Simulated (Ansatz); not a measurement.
The reference is Al$_{2}$Au (space group Fm-3m, No. 225; a = 6.0032 Å; relaxed with 0.1 eV smearing). Axes: x, y, z lie along the cube axes.

Calculations: PBEsol (Ansatz, an electronic-structure program), no SOC.

It is then changed as follows: the cell is compressed by 2.56 % along z with no lateral relaxation, atoms relaxed at fixed cell.

Q: Predict the stress tensor and what it implies for the stiffness.

A: Stress of the strained cell less that of the base (GPa, compression positive):
```
    2.6     0.0     0.0
    0.0     2.6     0.0
    0.0     0.0     4.3
```

Then −Δσ_ii/ε with ε = -0.0256 gives secant stiffness values (nonlinear terms included at this strain): C33 ≈ 167 GPa, C13 ≈ 103 GPa and C23 ≈ 103 GPa.

As a check, the harmonic strain energy −½ V₀ Δσ:ε is 6.2 meV/atom; the computed energy rise is 6.0 meV/atom.

No phonon test of stability was made.
